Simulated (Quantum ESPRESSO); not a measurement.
Worked example: self-consistent single point of PbO (P4/nmm, 4 atoms in the cell) in Quantum ESPRESSO.

Method of the run: PBE, GBRV 1.5 ultrasoft (PBE) pseudopotentials (plane waves; Quantum ESPRESSO 7.5).

The change in words: lattice scaled by 1.015. Reference geometry:
```
PbO
1.0
    4.04670     0.00000     0.00000
    0.00000     4.04670     0.00000
    0.00000     0.00000     5.32189
Pb O
2 2
Cartesian
  2.02335   0.00000   1.20259
  0.00000   2.02335   4.11930
  2.02335   2.02335   0.00000
  0.00000   0.00000   0.00000
```

Reference input (self-consistent single point, DFT, PBE, plane waves, GBRV 1.5 ultrasoft (PBE) pseudopotentials): ecutwfc = 40 Ry; ecutrho = 200 Ry; occupations = smearing; smearing = fd; degauss = 0.0073499 Ry; potentials = {Pb: pb_pbe_v1.uspp.F.UPF, O: o_pbe_v1.2.uspp.F.UPF}; K_POINTS = automatic 6 6 4 1 1 1; conv_thr = 1e-10 Ry. This run's input differs from it in these lines:

```diff
@@ -11,4 +11,4 @@
     ibrav = 6
-    celldm(1) = 7.6471622674
-    celldm(3) = 1.315116203211
+    celldm(1) = 7.7618705329
+    celldm(3) = 1.315115991727
     nat = 4
```

Output, abridged:

```
     Self-consistent Calculation

     iteration #  1     ecut=    40.00 Ry     beta= 0.70

---- Real-time Memory Report at c_bands before calling an iterative solver
           136 MiB given to the printing process from OS
            38 MiB allocation reported by mallinfo(arena+hblkhd)
------------------

     negative rho (up, down):  2.637E-02 0.000E+00

     total energy              =    -392.02228188 Ry
     estimated scf accuracy    <       1.60908615 Ry

     iteration #  2     ecut=    40.00 Ry     beta= 0.70

---- Real-time Memory Report at c_bands before calling an iterative solver
   [... lines left out ...]
           163 MiB given to the printing process from OS
            54 MiB allocation reported by mallinfo(arena+hblkhd)
------------------

     negative rho (up, down):  2.843E-02 0.000E+00

     total energy              =    -392.94445730 Ry
     estimated scf accuracy    <          1.0E-10 Ry

     iteration # 19     ecut=    40.00 Ry     beta= 0.70

---- Real-time Memory Report at c_bands before calling an iterative solver
           163 MiB given to the printing process from OS
            54 MiB allocation reported by mallinfo(arena+hblkhd)
------------------

     negative rho (up, down):  2.843E-02 0.000E+00
     End of self-consistent calculation

     the Fermi energy is     7.8407 ev

!    total energy              =    -392.94445730 Ry
     estimated scf accuracy    <          4.0E-11 Ry
     smearing contrib. (-TS)   =      -0.00000114 Ry
     internal energy E=F+TS    =    -392.94445616 Ry

     convergence has been achieved in  19 iterations

     negative rho (up, down):  2.843E-02 0.000E+00

     Forces acting on atoms (cartesian axes, Ry/au):

     atom    1 type  1   force =     0.00000000    0.00000000   -0.02888539
     atom    2 type  1   force =     0.00000000    0.00000000    0.02888539
     atom    3 type  2   force =     0.00000000    0.00000000    0.00000000
     atom    4 type  2   force =     0.00000000    0.00000000    0.00000000

     Total force =     0.040850     Total SCF correction =     0.000048

     negative rho (up, down):  2.843E-02 0.000E+00
          total   stress  (Ry/bohr**3)                   (kbar)     P=      -29.92
  -0.00020795   0.00000000   0.00000000          -30.59        0.00        0.00
   0.00000000  -0.00020795   0.00000000            0.00      -30.59        0.00
   0.00000000   0.00000000  -0.00019432            0.00        0.00      -28.59

   JOB DONE.
```

The run converged in 19 iterations. Against the reference run the free energy rises by 10.0 meV/atom, the pressure goes from -0.21 to -2.99 GPa, the largest force goes from 0.223 to 0.743 eV/Å and the gap on the mesh moves little (2.043 to 2.042 eV).

The starting cell comes from a database of computed structures (which also holds hypothetical and non-ambient phases and stackings), without a prior relaxation at this level. Its lattice was rescaled by a random factor within 2.5 % of one. For this run, on top of that: lattice scaled by 1.015. Spin-orbit coupling is off. The shifted mesh does not hold Γ, so a gap read on it misses any band edge there.

Cost on one core of a shared machine: roughly 50 s.
